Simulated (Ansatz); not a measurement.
The reference is CdSe in the zinc blende structure (space group F-43m, No. 216).

```
CELL_PARAMETERS angstrom
      0.00000     3.04079     3.04079
      3.04079     0.00000     3.04079
      3.04079     3.04079     0.00000
ATOMIC_POSITIONS crystal
  Cd 0.00000 0.00000 0.00000
  Se 0.25000 0.25000 0.25000
```

Level of theory: PBEsol in Ansatz (plane waves to 420 eV, PAW, no SOC).

Before the change:

The hole mass comes out as 0.050, 0.66, 0.66 mₑ (at Γ).

The change: every lattice vector is shortened by 2.00 %; the atoms relax in the strained cell.

**Question.** Predict the new hole mass.

**Answer.** The hole mass (degenerate bands, along [100]) changes from 0.050, 0.66, 0.66 mₑ (at Γ) to 0.059, 0.60, 0.60 mₑ (at Γ).

**Question.** Predict the new mean gap deformation potential ΔEg/Δln V.

**Answer.** The mean gap deformation potential ΔEg/Δln V is -1.9 eV.

Effective masses come from finite differences of ±0.01 Å⁻¹. Whether these cells are dynamically stable was not tested.

Ansatz is a first-principles code.
